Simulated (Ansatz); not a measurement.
System: NaF (model structure, started from the NiAs type, P6₃/mmc, No. 194, 4 atoms in the cell). Method: LDA in Ansatz (PAW).

Numerical settings: plane-wave cutoff 520 eV, 12×12×8 k mesh (along the axes of the cell as run), Fermi–Dirac smearing 0.01 eV, scalar-relativistic PAW data made under PBE.

Cell (relaxed at this level):

```
NaF
1.0
    3.11178     0.00000     0.00000
   -1.55589     2.69488     0.00000
    0.00000     0.00000     5.46574
Na F
2 2
Direct
  0.00000   0.00000   0.00000
  0.00000   0.00000   0.50000
  0.33333   0.66667   0.25000
  0.66667   0.33333   0.75000
```

**Question.** Give the computed band gap.

**Answer.** 
* **band gap**: 6.34 eV (direct)

Note: the relaxation could raise the start's symmetry but not lower it, so the cell can be a saddle point.

The computed numbers hold no vibrational or temperature effects.

The result took very roughly 9 core-seconds.

A model structure was made by putting elements into a prototype or built by hand; it is no filed structure, need not be a known phase, and can be a saddle point held by its symmetry.

Ansatz is an electronic-structure program.
